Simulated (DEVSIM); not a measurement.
Structure: Si p+/n-/n+ power diode, at 300 K.

```
layer (left to right)  material  thickness (μm)  Nd (cm⁻³)  Na (cm⁻³)  τn (s)  τp (s)
---------------------  --------  --------------  ---------  ---------  ------  ------
1                            Si           0.840          -       3e18  0.0017  5.6e-5
2                            Si            4.40     2.1e14          -  5.6e-5  5.6e-5
3                            Si            3.20     1.1e18          -  5.6e-5  5.6e-5
```

Left contact: ohmic. Right contact: ohmic. Voltage is applied to the left contact. Recombination: SRH at mid-gap. Mobility is constant in doping.

Constants are typed, rounded textbook-type inputs, not results; the design itself was drawn at random and stands for no fabricated device. Values at 300 K.

```csv
parameter,Si
gap (eV),1.124
affinity (eV),4.05
permittivity,11.7
Nc (cm⁻³),2.86e19
Nv (cm⁻³),3.1e19
μn (cm²/Vs),1417
μp (cm²/Vs),470
```

Simulated with DEVSIM: 1D drift-diffusion, Boltzmann statistics, complete ionisation; no tunnelling, impact ionisation, image-force lowering or self-heating.

Question: Tabulate band edges, carrier densities and field at -50.0 V on the left contact.

Answer: Energies count from the Fermi level of the right contact; mesh points crowd at the junctions.

```json
[
 {"x (μm)": "0.000", "Ec (eV)": "51.064", "Ev (eV)": "49.940", "n (cm⁻³)": "< 1e2", "p (cm⁻³)": "3.0e18", "field (V/cm)": "≈ 0"},
 {"x (μm)": "0.04119", "Ec (eV)": "51.064", "Ev (eV)": "49.940", "n (cm⁻³)": "< 1e2", "p (cm⁻³)": "3.0e18", "field (V/cm)": "≈ 0"},
 {"x (μm)": "0.1557", "Ec (eV)": "51.064", "Ev (eV)": "49.940", "n (cm⁻³)": "< 1e2", "p (cm⁻³)": "3.0e18", "field (V/cm)": "≈ 0"},
 {"x (μm)": "0.4368", "Ec (eV)": "51.064", "Ev (eV)": "49.940", "n (cm⁻³)": "< 1e2", "p (cm⁻³)": "3.0e18", "field (V/cm)": "≈ 0"},
 {"x (μm)": "0.7495", "Ec (eV)": "51.064", "Ev (eV)": "49.940", "n (cm⁻³)": "< 1e2", "p (cm⁻³)": "3.0e18", "field (V/cm)": "≈ 0"},
 {"x (μm)": "0.8211", "Ec (eV)": "51.064", "Ev (eV)": "49.940", "n (cm⁻³)": "< 1e2", "p (cm⁻³)": "3.0e18", "field (V/cm)": "-98"},
 {"x (μm)": "0.8536", "Ec (eV)": "50.849", "Ev (eV)": "49.725", "n (cm⁻³)": "< 1e2", "p (cm⁻³)": "7.4e14", "field (V/cm)": "-120000"},
 {"x (μm)": "0.9650", "Ec (eV)": "49.483", "Ev (eV)": "48.359", "n (cm⁻³)": "< 1e2", "p (cm⁻³)": "710", "field (V/cm)": "-120000"},
 {"x (μm)": "1.225", "Ec (eV)": "46.309", "Ev (eV)": "45.185", "n (cm⁻³)": "< 1e2", "p (cm⁻³)": "670", "field (V/cm)": "-120000"},
 {"x (μm)": "1.939", "Ec (eV)": "37.714", "Ev (eV)": "36.590", "n (cm⁻³)": "< 1e2", "p (cm⁻³)": "560", "field (V/cm)": "-120000"},
 {"x (μm)": "3.718", "Ec (eV)": "17.032", "Ev (eV)": "15.908", "n (cm⁻³)": "170", "p (cm⁻³)": "270", "field (V/cm)": "-110000"},
 {"x (μm)": "4.872", "Ec (eV)": "4.152", "Ev (eV)": "3.028", "n (cm⁻³)": "250", "p (cm⁻³)": "< 1e2", "field (V/cm)": "-110000"},
 {"x (μm)": "5.121", "Ec (eV)": "1.430", "Ev (eV)": "0.306", "n (cm⁻³)": "270", "p (cm⁻³)": "< 1e2", "field (V/cm)": "-110000"},
 {"x (μm)": "5.212", "Ec (eV)": "0.443", "Ev (eV)": "-0.681", "n (cm⁻³)": "1.1e12", "p (cm⁻³)": "< 1e2", "field (V/cm)": "-110000"},
 {"x (μm)": "5.260", "Ec (eV)": "0.085", "Ev (eV)": "-1.039", "n (cm⁻³)": "1.1e18", "p (cm⁻³)": "< 1e2", "field (V/cm)": "-1200"},
 {"x (μm)": "5.342", "Ec (eV)": "0.084", "Ev (eV)": "-1.040", "n (cm⁻³)": "1.1e18", "p (cm⁻³)": "< 1e2", "field (V/cm)": "≈ 0"},
 {"x (μm)": "5.562", "Ec (eV)": "0.084", "Ev (eV)": "-1.040", "n (cm⁻³)": "1.1e18", "p (cm⁻³)": "< 1e2", "field (V/cm)": "≈ 0"},
 {"x (μm)": "6.200", "Ec (eV)": "0.084", "Ev (eV)": "-1.040", "n (cm⁻³)": "1.1e18", "p (cm⁻³)": "< 1e2", "field (V/cm)": "≈ 0"},
 {"x (μm)": "7.737", "Ec (eV)": "0.084", "Ev (eV)": "-1.040", "n (cm⁻³)": "1.1e18", "p (cm⁻³)": "< 1e2", "field (V/cm)": "≈ 0"},
 {"x (μm)": "8.209", "Ec (eV)": "0.084", "Ev (eV)": "-1.040", "n (cm⁻³)": "1.1e18", "p (cm⁻³)": "< 1e2", "field (V/cm)": "≈ 0"},
 {"x (μm)": "8.371", "Ec (eV)": "0.084", "Ev (eV)": "-1.040", "n (cm⁻³)": "1.1e18", "p (cm⁻³)": "100", "field (V/cm)": "≈ 0"},
 {"x (μm)": "8.440", "Ec (eV)": "0.084", "Ev (eV)": "-1.040", "n (cm⁻³)": "1.1e18", "p (cm⁻³)": "110", "field (V/cm)": "≈ 0"}
]
```
